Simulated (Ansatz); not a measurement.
The parent structure is HfB2 (space group P6/mmm, No. 191; a = 3.128 Å, c = 3.446 Å; relaxed with 0.1 eV smearing). Axes: x lies along a and z along c of the hexagonal cell.

Level of theory: PBEsol, PAW, 420 eV (Ansatz, a quantum-chemistry and plane-wave program; no spin-orbit coupling).

It is then changed as follows: the cell is compressed by 3.00 % along x with no lateral relaxation, atoms relaxed at fixed cell.

Predict the stress tensor and what it implies for the stiffness.

Stress of the strained cell less that of the base (GPa, compression positive):
```
   20.5     0.0     0.0
    0.0     2.1     0.0
    0.0     0.0     4.3
```

Then −Δσ_ii/ε with ε = -0.0300 gives secant stiffness values (nonlinear terms included at this strain): C11 ≈ 685 GPa, C12 ≈ 71 GPa and C13 ≈ 143 GPa.

As a check, the harmonic strain energy −½ V₀ Δσ:ε is 19 meV/atom; the computed energy rise is 18 meV/atom.

Stability against distortions was not tested. All final runs are without spin polarisation.
